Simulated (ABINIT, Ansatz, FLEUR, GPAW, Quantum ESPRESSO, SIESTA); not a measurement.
## Na2AlGe2 (P4/mmm, 5 atoms in the cell) computed with different codes at matched settings

Self-consistent single point.

```
CELL_PARAMETERS angstrom
      2.93429     0.00000     0.00000
      0.00000     2.93429     0.00000
      0.00000     0.00000    14.29703
ATOMIC_POSITIONS crystal
  Na 0.50000 0.50000 0.61045
  Na 0.50000 0.50000 0.38955
  Al 0.50000 0.50000 0.00000
  Ge 0.50000 0.50000 0.18303
  Ge 0.50000 0.50000 0.81697
```

All programs got the same cell, k-point mesh and kind of occupations (in Ansatz's words: kpoints.mp_grid.grid = 8 8 2; scf.occupations.method = gaussian; scf.occupations.width = 0.05 eV); potentials, basis and cutoffs are each program's usual ones.

```json
[
 {"code": "Quantum ESPRESSO", "model": "PBEsol, GBRV 1.5 ultrasoft (PBESOL) pseudopotentials", "pressure (GPa)": "-2.33", "largest force (eV/Å)": "0.244", "k-points": "30", "cutoff": "50 Ry"},
 {"code": "GPAW", "model": "PBEsol, GPAW PAW datasets PBEsol (made by gpaw-setup)", "pressure (GPa)": "-2.27", "largest force (eV/Å)": "0.225", "k-points": "30", "cutoff": "850 eV"},
 {"code": "ABINIT", "model": "PBEsol, norm-conserving pseudopotentials (PseudoDojo nc-sr-04 PBEsol standard)", "pressure (GPa)": "-2.29", "largest force (eV/Å)": "0.231", "k-points": "30", "cutoff": "44 Ha"},
 {"code": "Ansatz", "model": "PBEsol, PAW files made with PBE", "pressure (GPa)": "-2.29", "largest force (eV/Å)": "0.235", "k-points": "30", "cutoff": "420 eV"},
 {"code": "SIESTA", "model": "GGA PBEsol, numerical atomic orbitals DZP, PseudoDojo PBEsol standard norm-conserving potentials (rewritten from UPF to PSML)", "pressure (GPa)": "-1.86", "largest force (eV/Å)": "0.156", "k-points": "77", "cutoff": "grid 400 Ry"},
 {"code": "FLEUR", "model": "PBEsol, all-electron FLAPW (FLEUR), scalar-relativistic valence", "pressure (GPa)": "–", "largest force (eV/Å)": "0.201", "k-points": "30", "cutoff": "Kmax 4.4 1/bohr"}
]
```

Size of the force on each atom (eV/Å): Sizes of forces hide their directions.

```
code                Na1    Na2    Al3    Ge4    Ge5
----------------  -----  -----  -----  -----  -----
Quantum ESPRESSO  0.119  0.119  0.000  0.244  0.244
GPAW              0.119  0.119  0.000  0.225  0.225
ABINIT            0.129  0.129  0.000  0.231  0.231
Ansatz            0.122  0.122  0.000  0.235  0.235
SIESTA            0.095  0.095  0.000  0.156  0.156
FLEUR             0.121  0.121  0.000  0.201  0.201
```

A dash marks a value that a program does not give, or that is left out as unsure.

The spread over the programs that give each value: pressure within 0.47 GPa; largest force within 0.088 eV/Å.

The starting cell comes from a database of computed structures (which also holds hypothetical and non-ambient phases and stackings), without a prior relaxation at this level. Its lattice was rescaled by a random factor within 2.5 % of one.

Q: Why do the programs differ, and what cannot be compared?

A: Differences of this kind can come from the potentials, where these differ, and from what each basis and cutoff leave unconverged. The valence holds different numbers of electrons (Quantum ESPRESSO 49, GPAW 25, ABINIT 49, Ansatz (a first-principles code) 49, SIESTA 49, FLEUR 49). The zero of total energies and Fermi levels follows the potentials and each program's conventions, so they are not compared here. SIESTA uses small atom-centred bases, whose incompleteness enters pressures, forces and empty levels differently from a plane-wave cutoff. FLEUR treats all electrons, but the usual bases taken here (sphere radii, linearisation, local orbitals, empty states) were not tested for convergence, so the values are no reference for the others. Ansatz's pressure is given at a fixed set of plane waves, as the other plane-wave codes print theirs. The programs reduce the same mesh by symmetry to different extents, which changes the work and not the result.

Left out of this page: Elk (not drawn, or without a comparable value).

Keys are those of Ansatz 0.2.
